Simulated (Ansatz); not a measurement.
Consider WSi₂ (space group I4/mmm, No. 139; a = 3.202 Å, c = 7.818 Å; relaxed with 0.1 eV smearing). Axes: x, y, z lie along a, b, c of the conventional cell.

The values are results of PBEsol in Ansatz (plane waves to 420 eV, PAW, spin-orbit coupling left out), not measurements.

Strains are applied to the cell and any free atomic positions relax.

One change was made to it. Results:

The energy grows by 13 meV/atom; the pressure (mean of the normal stresses, compression positive) goes from zero to -5.7 GPa.

### Question
Name the change that was made.
(A) uniaxial strain ε_zz = −1.50 %
(B) uniaxial strain ε_zz = −0.50 %
(C) uniaxial strain ε_zz = −2.00 %
(D) uniaxial strain ε_zz = +2.50 %
(E) uniaxial strain ε_zz = +0.50 %

### Answer
D, uniaxial strain ε_zz = +2.50 %. For comparison, the energy relative to the base in the other runs: uniaxial strain ε_zz = −2.00 % gives +9.8 meV/atom; uniaxial strain ε_zz = +0.50 % gives +0.6 meV/atom; uniaxial strain ε_zz = −0.50 % gives +0.6 meV/atom; uniaxial strain ε_zz = −1.50 % gives +5.4 meV/atom.

No phonon test of stability was made. The final runs are not spin-polarised.

Ansatz is a quantum-chemistry and plane-wave program.
